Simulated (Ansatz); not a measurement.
The parent structure is Ag in the fcc (Cu type) structure (space group Fm-3m, No. 225; a = 4.149 Å). Axes: x, y, z lie along the cube axes.

Method: PBE (Ansatz, a first-principles code, PAW, no spin-orbit coupling).

It is then changed as follows: the cell is scaled by 1.0131 in all directions, atoms relaxed at fixed cell.

**Question.** Predict the stress tensor and what it implies for the stiffness.

**Answer.** Stress of the strained cell less that of the base (GPa, compression positive):
```
   -3.1     0.0     0.0
    0.0    -3.1     0.0
    0.0     0.0    -3.1
```

Then B = −ΔP/(ΔV/V₀) with ΔV/V₀ = 0.0398 gives secant stiffness values (nonlinear terms included at this strain): B ≈ 79 GPa.

As a check, the harmonic strain energy −½ V₀ Δσ:ε is 6.9 meV/atom; the computed energy rise is 7.3 meV/atom.

Stability against distortions was not tested.
